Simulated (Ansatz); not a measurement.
Ansatz (a first-principles code) run on Cd2SeS (P3m1, 4 atoms in the cell): self-consistent single point.

Method: PBEsol, harder PAW files (source: ansatz) made with PBE (plane waves; Ansatz).

The change in words: lattice scaled by 0.98; basis.ecutwfc: 420 eV → 695 eV; hamiltonian.pseudopotentials: {kind: paw} (the program's default PAW files) → {kind: paw, source: ansatz}. Reference geometry:
```
CELL_PARAMETERS angstrom
      4.31054     0.00000     0.00000
     -2.15527     3.73304     0.00000
      0.00000     0.00000     7.02889
ATOMIC_POSITIONS crystal
  Cd 0.00000 0.00000 0.49734
  Cd 0.33333 0.66667 0.00964
  Se 0.33333 0.66667 0.62575
  S  0.00000 0.00000 0.12238
```

Reference input (self-consistent single point, DFT, PBEsol, plane waves, default PAW files made with PBE): basis.ecutwfc = 420 eV; kpoints.mp_grid.grid = 7 7 4; hamiltonian.xc = pbesol; hamiltonian.pseudopotentials = {kind: paw} (the program's default PAW files); scf.occupations.method = fermi_dirac; scf.occupations.width = 0.05 eV. This run's input differs from it in these lines:

Ansatz 0.2 input:
```diff
@@ -3,12 +3,12 @@
   lattice:
-    - [4.310543, 0.000000, 0.000000]
-    - [-2.155271, 3.733040, 0.000000]
-    - [0.000000, 0.000000, 7.028894]
+    - [4.224332, 0.000000, 0.000000]
+    - [-2.112166, 3.658379, 0.000000]
+    - [0.000000, 0.000000, 6.888316]
   atoms:
-    - { symbol: Cd, position_ang: [0.000000, 0.000000, 3.495771] }
-    - { symbol: Cd, position_ang: [-0.000002, 2.488695, 0.067759] }
-    - { symbol: Se, position_ang: [-0.000002, 2.488695, 4.398330] }
-    - { symbol: S, position_ang: [0.000000, 0.000000, 0.860196] }
+    - { symbol: Cd, position_ang: [0.000000, 0.000000, 3.425856] }
+    - { symbol: Cd, position_ang: [-0.000002, 2.438921, 0.066403] }
+    - { symbol: Se, position_ang: [-0.000002, 2.438921, 4.310364] }
+    - { symbol: S, position_ang: [0.000000, 0.000000, 0.842992] }
 basis:
-  ecutwfc: 420.0 eV
+  ecutwfc: 695.0 eV
 kpoints:
@@ -17,3 +17,3 @@
   xc: pbesol
-  pseudopotentials: { kind: paw }
+  pseudopotentials: { kind: paw, source: ansatz }
 scf:
```

Output, abridged:

```
SCF iter   1: F=—  HF=-22683.362835 eV  |F-HF|=—  |Δ(HF+E_count)|=         —  Δρ=4.70e-2  dr2=2.96e0  ethr=3.10e-3  ⟨swp⟩=8.2  Hψ=4671  notcnv=0  defer=3
all-band conjugate gradients solve this SCF's bands
preconditioner: auto → Resta (q_TF=auto, 2.493 Å⁻¹)
SCF iter   2: F=—  HF=-22682.486776 eV  |F-HF|=—  |Δ(HF+E_count)|=   8.76e-1  Δρ=1.68e-2  dr2=2.74e-1  ethr=3.10e-3  ⟨swp⟩=2.8  Hψ=1977  notcnv=0  defer=61
   [... lines left out ...]
SCF iter   6: F=—  HF=-22682.393356 eV  |F-HF|=—  |Δ(HF+E_count)|=   3.87e-4  Δρ=2.89e-4  dr2=1.08e-4  ethr=1.04e-6  ⟨swp⟩=2.0  Hψ=1646  notcnv=0  defer=63
SCF iter   7: F=—  HF=-22682.393458 eV  |F-HF|=—  |Δ(HF+E_count)|=   1.01e-4  Δρ=8.95e-5  dr2=9.78e-6  ethr=1.74e-7  ⟨swp⟩=2.0  Hψ=1506  notcnv=0  defer=63
SCF iter   8: F=—  HF=-22682.393623 eV  |F-HF|=—  |Δ(HF+E_count)|=   1.65e-4  Δρ=2.98e-5  dr2=8.96e-7  ethr=1.58e-8  ⟨swp⟩=2.0  Hψ=1524  notcnv=0  defer=63
SCF iter   9: F=-22682.393625 eV  HF=-22682.393625 eV  |F-HF|=2.79e-8  |Δ(HF+E_count)|=   1.68e-6  Δρ=8.68e-6  dr2=6.38e-8  ethr=1.61e-10  ⟨swp⟩=10.8  Hψ=6197  notcnv=0
SCF 1 converged in 9 iterations: F = -22682.393625 eV  dr2 = 6.38e-8
Free energy (F): -22682.393625 eV
Internal energy: -22682.393614 eV  (E = F + TS)
E sigma→0 (E₀):  -22682.393619 eV
Entropy (-TS):   -0.000011 eV (-0.003 meV/atom)
Fermi energy:    7.601169 eV
--- Forces (eV/Å), atoms counted from 1 ---
  atom   1  Cd    -0.00000000    -0.00000000    -0.34641705
  atom   2  Cd     0.00000000     0.00000000     0.11292737
  atom   3  Se     0.00000000     0.00000000     0.10676776
  atom   4  S      0.00000000    -0.00000000     0.12673337
--- Stress (GPa, compression-positive) ---
       -0.139259       0.000000      -0.000000
        0.000000      -0.139259       0.000000
       -0.000000       0.000000      -0.902366
  P = ⅓ Tr σ = -0.3936 GPa (-3.936 kbar)
  The stress holds the Pulay correction. Without it, at fixed plane waves, as pw.x and ABINIT print it: P = -0.4009 GPa
```

The run converged in 9 iterations. Against the reference run the pressure goes from -3.27 to -0.39 GPa, the largest force goes from 0.273 to 0.346 eV/Å and the gap on the mesh goes from 0.600 to 0.725 eV.

The starting cell comes from a database of computed structures (which also holds hypothetical and non-ambient phases and stackings), without a prior relaxation at this level. Its lattice was rescaled by up to half a per cent. One atom was moved a little off its site on purpose. For this run, on top of that: lattice scaled by 0.98. Ansatz's pressure includes its estimate of the finite-basis (Pulay) stress.
